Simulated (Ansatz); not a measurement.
**CdSe: stress against strain**

CdSe (wurtzite, P6_3mc, 27.112 Å³/atom at rest, c along z) under an equal strain ε in the (0001) plane with the normal axis free, as in a coherent film. LDA in Ansatz, a plane-wave DFT program (PAW, default set), 420 eV, 9×9×5 Γ-centred mesh, Fermi-Dirac smearing 0.05 eV; ions are relaxed within the symmetry of each cell. Stress is positive for a compressed cell.

Here s stands for strain and y for stress xx.

| strain (%) | stress xx (GPa) |
|---|---|
| -3.00 | ? |
| -1.20 | 1.09 |
| -0.60 | 0.54 |
| 0.00 | 0.00 |
| 0.60 | -0.54 |
| 1.20 | -1.07 |

Q: Using a straight line, estimate the missing y at s = -3.00 from the other rows, showing the fit.

A: Means: s 0, y 0.004. About the means, the sum of products is -3.2400 and the sum of squares of s is 3.6000; the slope is their ratio. Least squares gives y = 0.004 - 0.9000·s. Residuals (row less fit): 0.006, -0.004, -0.004, -0.004, 0.006; standard error 0.006 (degrees of freedom: 3). The slope gives the biaxial elastic modulus of this plane = 90 ± 0.3 GPa. At the withheld row, y = 0.004 - 0.9000 × (-3.0) = 2.704 GPa. The calculation gives 2.80 GPa, 0.096 GPa above the prediction (2.5 % of the range of y in the table). The row lies outside the fitted rows, so this is an extrapolation. From the scatter of the fitted rows alone, a prediction at this place has a standard error of 0.012 GPa, so the miss is 8.0 times that.

One order more, fitted to all 11 runs of the series, follows each within 0.01, so the miss is the next term of a smooth law. Rows are the converged runs of the series near zero and its far end; series whose fitted rows scatter by over a few per cent of the range, as at a crossing or softening among them, aren't shown in this form. Most that stay on the fit to the last digits aren't either.
